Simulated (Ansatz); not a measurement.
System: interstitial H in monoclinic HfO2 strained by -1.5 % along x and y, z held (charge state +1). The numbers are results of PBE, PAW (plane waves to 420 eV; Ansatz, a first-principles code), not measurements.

96-site cell at the strained lattice (strain from the relaxed PBE one, atoms relaxed), the Γ point alone, smearing 0.01 eV, spin-restricted, no finite-size correction. No zero-point or tunnelling terms. Spin-orbit coupling is left out. The charge state is imposed; whether it is stable for some Fermi level was not computed. Sites that were not tried may lie lower.

Barriers: single points on a 2×2×2 k-point mesh shifted by half a step at the bands' geometries.

Relaxed starting cell (atoms counted from 1):

```xyz
97
Lattice="10.1682 0.0000 0.0000 0.0000 10.2677 0.0000 -1.7697 0.0000 10.5531" Properties=species:S:1:pos:R:3 pbc="T T T"
Hf     0.7903     2.3651     3.7194
Hf    -0.0380     2.4369     8.9681
Hf     0.7807     7.4836     3.7380
Hf    -0.1004     7.4726     9.0066
Hf     5.8650     2.3623     3.7355
Hf     4.9737     2.3684     9.0032
Hf     5.8716     7.4890     3.7387
Hf     4.9593     7.4527     9.0018
Hf     3.4084     2.7935     1.5324
Hf     2.5466     2.7897     6.7936
Hf     3.4275     7.9141     1.5395
Hf     2.5249     7.9252     6.8120
Hf     8.5021     2.7904     1.5321
Hf     7.6208     2.7755     6.8147
Hf     8.5013     7.9202     1.5441
Hf     7.6200     7.9299     6.8080
Hf     2.9802     4.9258     4.1732
Hf     2.0997     4.9346     9.4583
Hf     2.9841    10.0526     4.1790
Hf     2.1021    10.0599     9.4487
Hf     8.0558     4.9153     4.1767
Hf     7.1714     4.9167     9.4569
Hf     8.0593    10.0590     4.1706
Hf     7.0097    10.0090     9.4486
Hf     1.2377     0.1835     1.1446
Hf     0.3530     0.2301     6.3418
Hf     1.2207     5.3639     1.0982
Hf     0.3353     5.3640     6.3589
Hf     6.2909     0.2298     1.1173
Hf     5.4219     0.2233     6.3618
Hf     6.3155     5.3511     1.1088
Hf     5.4339     5.3557     6.3693
O     -0.3856     0.8703     4.4323
O     -1.2136     0.7123     9.5786
O     -0.4018     6.0040     4.4657
O     -1.2826     5.9986     9.7280
O      4.6930     0.8702     4.4649
O      3.8115     0.8711     9.7433
O      4.6932     6.0059     4.4648
O      3.8023     5.9924     9.7522
O      4.5947     4.2726     0.8105
O      3.7181     4.2735     6.0775
O      4.5724     9.4262     0.8138
O      3.7104     9.4057     6.0873
O      9.6709     4.2906     0.8154
O      8.7911     4.2716     6.0978
O      9.6554     9.4237     0.7813
O      8.8016     9.4131     6.0741
O      4.1457     3.4344     3.4418
O      3.2598     3.4395     8.7159
O      4.1552     8.5689     3.4445
O      3.2531     8.5619     8.7248
O      9.2402     3.4317     3.4347
O      8.3390     3.3682     8.7743
O      9.2411     8.5756     3.4385
O      8.3636     8.6275     8.7158
O      0.0681     1.7169     1.7520
O     -0.8153     1.7194     7.0885
O      0.0508     6.8520     1.8220
O     -0.8431     6.8452     7.1045
O      5.1170     1.7077     1.8265
O      4.2524     1.7146     7.0938
O      5.1363     6.8425     1.8239
O      4.2308     6.8248     7.1048
O      1.3954     3.8173     5.1538
O      0.5170     3.8404    10.4288
O      1.4000     8.9499     5.1571
O      0.4922     8.9626    10.4270
O      6.4815     3.8144     5.1632
O      5.5924     3.8058    10.4423
O      6.4821     8.9506     5.1687
O      5.5405     8.9229    10.4447
O      2.7411     1.3408     0.0950
O      1.9272     1.3344     5.3728
O      2.8020     6.4730     0.1054
O      1.9153     6.4636     5.3860
O      7.8989     1.3115     0.1002
O      7.0081     1.3294     5.3884
O      7.8894     6.4538     0.1091
O      7.0089     6.4642     5.3890
O      2.3596     1.2380     2.7453
O      1.4933     1.2546     8.0187
O      2.3601     6.3848     2.7480
O      1.4694     6.3817     8.0228
O      7.4414     1.2556     2.7431
O      6.5489     1.2281     8.0257
O      7.4486     6.3820     2.7526
O      6.5624     6.3842     8.0264
O      1.8373     3.8964     2.5118
O      0.9521     3.8961     7.7948
O      1.8388     9.0230     2.5261
O      0.9368     9.0464     7.8005
O      6.9218     3.8940     2.5271
O      6.0527     3.8921     7.8032
O      6.9212     9.0333     2.5264
O      6.0114     9.0102     7.8090
H     -0.8608    -0.0793     9.1017
```
Cell charge +1.

End state 1 differs by these moves (Å; atoms that move under 0.08 Å are left out):

```
atom  element     Δx     Δy     Δz
----  -------  -----  -----  -----
2          Hf  -0.06  -0.05   0.09
14         Hf  -0.11   0.10  -0.03
24         Hf   0.14   0.03   0.04
26         Hf   0.10  -0.08  -0.04
34          O  -0.09   0.18   0.16
46          O   0.03  -0.07  -0.04
54          O   0.02   0.09  -0.11
57          O  -0.03  -0.03   0.08
58          O  -0.17  -0.18   0.06
82          O  -0.09  -0.01  -0.03
97          H  -0.73   0.89  -1.69
```

Problem. Predict the forward and backward barriers to end state 1 from PBE, PAW.

Solution. forward 0.37 eV, backward 0.33 eV; at the saddle point atom 97 has neighbours Hf at 2.11; O at 1.18, O at 1.27 Å. The saddle point's order was not checked.
